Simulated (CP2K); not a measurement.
## A short convergence ladder for NbP (Imm2, 4 atoms in the cell)

```yaml
crystal:
  lattice:
    - [6.24069, 0.00000, 0.00000]
    - [4.42454, 4.40109, 0.00000]
    - [-5.33261, -2.20055, 2.38055]
  atoms:
    - { symbol: Nb, position: [0.75421, 0.75421, 0.00000] }
    - { symbol: Nb, position: [0.49988, 0.99988, 0.50000] }
    - { symbol: P, position: [0.33275, 0.33275, 0.00000] }
    - { symbol: P, position: [0.08275, 0.58275, 0.50000] }
```

Base method: PBEsol, GPW, DZVP-MOLOPT-SR-GTH basis, GTH-PBE potentials (GTH_POTENTIALS) in CP2K.

Base settings: CUTOFF = 500 Ry; REL_CUTOFF = 40 Ry; SMEAR/METHOD = FERMI_DIRAC; ELECTRONIC_TEMPERATURE = 1160.45 K; KPOINTS/SCHEME = MONKHORST-PACK 5 5 5; XC_FUNCTIONAL = PBE:PBESOL; Nb/BASIS_SET = DZVP-MOLOPT-SR-GTH; Nb/POTENTIAL = GTH-PBE-q13; P/BASIS_SET = DZVP-MOLOPT-SR-GTH; P/POTENTIAL = GTH-PBE-q5.

**The k-point mesh**

Moved along: GAMMA_CENTERED.

Only quantities that move along the ladder and can be compared are tabulated.

| KPOINTS/SCHEME | free energy less the last step's (meV/atom) | pressure (GPa) | largest difference of a force vector from the last step's (eV/Å) |
|---|---|---|---|
| MONKHORST-PACK 2 2 2 | 190.20 | -4.26 | 0.371 |
| MONKHORST-PACK 3 3 3 | 39.03 | -6.43 | 0.035 |
| MONKHORST-PACK 4 4 4 | 16.60 | -7.14 | 0.033 |
| MONKHORST-PACK 5 5 5 | 0.00 | -7.36 | 0.000 |

Coarsest KPOINTS/SCHEME that holds the pressure within 0.5 GPa of the last step, with all finer ones: MONKHORST-PACK 4 4 4; the step before is off by 0.93 GPa.

Coarsest KPOINTS/SCHEME that holds the free energy within 5 meV/atom: not settled: the last two steps still differ by 17 meV/atom, over half the tolerance, so the ladder does not show it.

Coarsest KPOINTS/SCHEME that holds the forces within 0.02 eV/Å: not settled: the last two steps still differ by 0.033 eV/Å, over half the tolerance, so the ladder does not show it.

On the base run: the starting cell comes from a database of computed structures (which also holds hypothetical and non-ambient phases and stackings), without a prior relaxation at this level. Its lattice was rescaled by up to half a per cent. One atom was moved a little off its site on purpose. Spin polarisation is off. Values carry the incompleteness of an atom-centred basis. The potentials were made for another functional than the one used. In the base run, with a pressure of about -7 GPa the cell is away from its equilibrium volume at this level. Without a gap this mesh is coarse (it stands for a supercell whose shortest vector is 17 Å).
